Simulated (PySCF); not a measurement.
We consider zinc-blende BeS, described by PBE (PySCF, GTH pseudopotentials, Gaussian basis, DZ basis).

The same calculation (at the measured cell, 14.438 Å³/atom) with different numerical settings:

```json
[
 {"run": "1", "k mesh": "2×2×2", "gap on the mesh (eV)": "3.062", "total energy (eV/atom)": "-338.5912"},
 {"run": "2", "k mesh": "3×3×3", "gap on the mesh (eV)": "4.022", "total energy (eV/atom)": "-339.2375"},
 {"run": "3", "k mesh": "4×4×4", "gap on the mesh (eV)": "3.255", "total energy (eV/atom)": "-339.3381"}
]
```

In the column total energy (eV/atom) the first row differs from the last by +0.7469 and the next to last by +0.1006.

The last row is no converged limit: other settings stay fixed.
